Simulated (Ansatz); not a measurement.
## Carrier properties of BeTe (F-43m)

Data:

```
CELL_PARAMETERS angstrom
      0.00000     2.80237     2.80237
      2.80237     0.00000     2.80237
      2.80237     2.80237     0.00000
ATOMIC_POSITIONS crystal
  Be 0.00000 0.00000 0.00000
  Te 0.75000 0.75000 0.75000
```

Level of theory: PBEsol with spin-orbit coupling, rigid bands (plane waves, PAW; Ansatz, a first-principles code). Geometry: cell and atoms relaxed with PBEsol.

```yaml
band_gap: 1.54 eV
electron conductivity mass (300 K, dilute): 0.36 mₑ
hole conductivity mass (300 K, dilute): 0.38 mₑ
effective density of states N_c (300 K): 2.4e19 cm⁻³
effective density of states N_v (300 K): 1.3e19 cm⁻³
density_of_states_mass_electrons: 0.98 mₑ
density_of_states_mass_holes: 0.63 mₑ
Seebeck coefficient, n-type 1e19 cm⁻³, 300 K: -290 μV/K
best n-type power factor at 300 K for τ = 10 fs (best axis; densities from 1e16 to 1e21 cm⁻³ tried, whether or not they can be reached): 10.4 μW/(cm·K²) at 1e20 cm⁻³
Seebeck coefficient, p-type 1e19 cm⁻³, 300 K: 241 μV/K
best p-type power factor at 300 K for τ = 10 fs (best axis; densities from 1e16 to 1e21 cm⁻³ tried, whether or not they can be reached): 5.4 μW/(cm·K²) at 3e19 cm⁻³
```

Rigid bands; masses and Seebeck coefficients take one relaxation time τ for all states and one kind of carrier; polarons and phonon drag are left out.
